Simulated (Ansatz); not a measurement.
## CaTiO3 (I4/mcm, No. 140, 10 atoms in the cell; start COD 1567489; high-temperature phase)

Calculation: PBEsol in Ansatz (plane waves, PAW).

Numerical settings: plane-wave cutoff 520 eV, 10×10×10 k mesh, Fermi–Dirac smearing 0.01 eV, no spin polarisation, scalar-relativistic PAW data made under PBE.

Cell (relaxed at this level):

```xyz
10
Lattice="-2.6694 2.6694 3.8775 2.6694 -2.6694 3.8775 2.6694 2.6694 -3.8775" Properties=species:S:1:pos:R:3 pbc="T T T"
Ti     0.0000     0.0000     3.8775
Ti     0.0000     0.0000     0.0000
Ca     2.6694     0.0000     1.9387
Ca     0.0000     2.6694     1.9387
O      1.0106     1.6588     3.8775
O      1.6588     1.0106     0.0000
O      1.6588    -1.0106     3.8775
O      1.0106     3.6800     0.0000
O      0.0000     0.0000     5.8162
O      0.0000     0.0000     1.9387
```

| Property | Value |
|---|---|
| band gap | 2.38 eV (on the SCF k mesh) |
| Γ–Γ gap | 2.41 eV |
| bulk modulus B0 | 182 GPa |

Note: the relaxation could not lower the start's symmetry, so the cell can be a saddle point above a distorted one; the bulk modulus is −V dP/dV from two relaxed cells at ±2 % in volume.

Computed values are for the static lattice.

Ansatz is a quantum-chemistry and plane-wave program.
